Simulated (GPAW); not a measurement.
## Equation of state of zinc-blende BAs (space group 216): energy against volume (GPAW, LDA)

```xyz
2
Lattice="0.0000 2.2970 2.2970 2.2970 0.0000 2.2970 2.2970 2.2970 0.0000" Properties=species:S:1:pos:R:3 pbc="T T T"
B      0.0000     0.0000     0.0000
As     3.4456     3.4456     3.4456
```

Computed with LDA (Perdew-Wang 92), GPAW PAW datasets LDA (gpaw-data 1.0.1) (plane waves; GPAW). Settings: mode = pw; ecut = 1040 eV; xc = LDA; kpts = 12 12 12; mesh shift (steps) = 0 0 0; occupations.name = fermi-dirac; occupations.width = 0.01 eV; nbands = -4; convergence.bands = -2; symmetry.symmorphic = false; symmetry.tolerance = 0.0005; maxiter = 120. The cell above is the first row's. The rows scale it uniformly. In all rows fractional positions and the k mesh are held. E is the free energy at the stated smearing, counted from the lowest row.

| V (Å^3/atom) | E (meV/atom) |
|---|---|
| 12.120 | 56.77 |
| 12.384 | 32.90 |
| 12.647 | 15.93 |
| 12.911 | 5.17 |
| 13.174 | 0.05 |
| 13.438 | 0.00 |
| 13.701 | 4.55 |
| 13.965 | 13.25 |
| 14.228 | ? |

Taking the third-order Birch-Murnaghan form, a cubic in V^(-2/3) for E over the 8 complete rows: With u = V^(-2/3) - 0.181, the rows have u = 0.008524, 0.005821, 0.003222, 0.000702, -0.001724, -0.004080, -0.006351, -0.008559. Least squares gives E = 3.162 + 2557.27·u + 437248·u² + 77549·u³. Residuals (row less fit): -0.008, 0.021, -0.013, -0.003, -0.002, -0.002, 0.013, -0.007; standard error 0.015 (degrees of freedom: 4). Its minimum lies at u = -0.002927, so V0 = (0.178073)^(-3/2) = 13.31. There d²E/du² = 873100 and d³E/du³ = 465300, so B0 = (4/9) × 13.31^(-7/3) × 873100 × 0.160218 = 148 GPa (the last factor turns the table's units into GPa), and B0' = 4 + (2/3) × 0.178073 × (465300)/873100 = 4.1. The program's pressures in the fitted runs (not shown) pass through zero at V = 13.30, 0.03 % from this V0.

Task: Estimate the missing E (V = 14.228); what did the run itself give?

Result: u = -0.010691, so E = 3.162 + 2557.27 × (-0.010691) + 437248 × (-0.010691)² + 77549 × (-0.010691)³ = 25.704 meV/atom. The calculation gives 25.70 meV/atom, which the fit meets to the printed digits. The row lies outside the fitted rows, so this is an extrapolation. From the scatter of the fitted rows alone, a prediction at this place has a standard error of 0.036 meV/atom, so the miss is 0.1 times that.

Carrying the step between the two nearest rows on in a straight line would have given 21.92, off by 3.78; series whose last step already gives the withheld value aren't shown. The scan was laid around a cell of about the measured size, scaled by a guess for this functional. The runs keep the symmetry of the cell, so they don't test it for distortions. Cutoffs and mesh are single choices, not tested for convergence of this quantity. Series with a scatter that would blur these digits, or in which a gap closes, are not shown. Nor are scans whose minimum lies at an end fitted in this form.
